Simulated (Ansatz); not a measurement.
**HfTiO4: pressure series**

Consider HfTiO4 (space group P2_12_12, No. 18; a cell from a computed database, its experimental status unchecked).

```xyz
12
Lattice="4.6993 0.0000 0.0000 0.0000 5.0658 0.0000 0.0000 0.0000 5.6194" Properties=species:S:1:pos:R:3 pbc="T T T"
Hf     0.0000     0.0000     0.4550
Hf     2.3497     2.5329     5.1644
Ti     0.0000     2.5329     2.4036
Ti     2.3497     0.0000     3.2158
O      3.3807     0.8117     4.7909
O      1.3186     4.2540     4.7909
O      1.0311     1.7212     0.8286
O      3.6683     3.3446     0.8286
O      1.2446     1.6430     3.5116
O      3.4548     3.4228     3.5116
O      3.5942     0.8899     2.1078
O      1.1051     4.1759     2.1078
```

Cell and atoms are relaxed at each pressure.

Method: PBEsol (Ansatz, an electronic-structure program, PAW, scalar-relativistic without spin-orbit coupling).

```tsv
case	band gap	shortest interatomic distance	width of the top valence band
base	2.73 eV	1.889 Å	0.72 eV
pressure −2 GPa	2.69 eV	1.894 Å	0.73 eV
pressure −1 GPa	2.71 eV	1.891 Å	0.72 eV
pressure 0.3 GPa	2.74 eV	1.888 Å	0.72 eV
pressure 0.7 GPa	2.74 eV	1.887 Å	0.72 eV
pressure 1.5 GPa	2.76 eV	1.885 Å	0.71 eV
pressure 3 GPa	2.79 eV	1.882 Å	0.71 eV
pressure 5 GPa	2.83 eV	1.877 Å	0.70 eV
pressure 7.5 GPa	2.87 eV	1.871 Å	0.70 eV
pressure 10 GPa	2.91 eV	1.866 Å	0.70 eV
```

With Hf present, leaving out spin-orbit coupling can change the band edges. Load acts through the strain it causes; cell and atoms are relaxed under it. No phonon test of stability was made. No other phases were tried under pressure. All final runs are without spin polarisation.
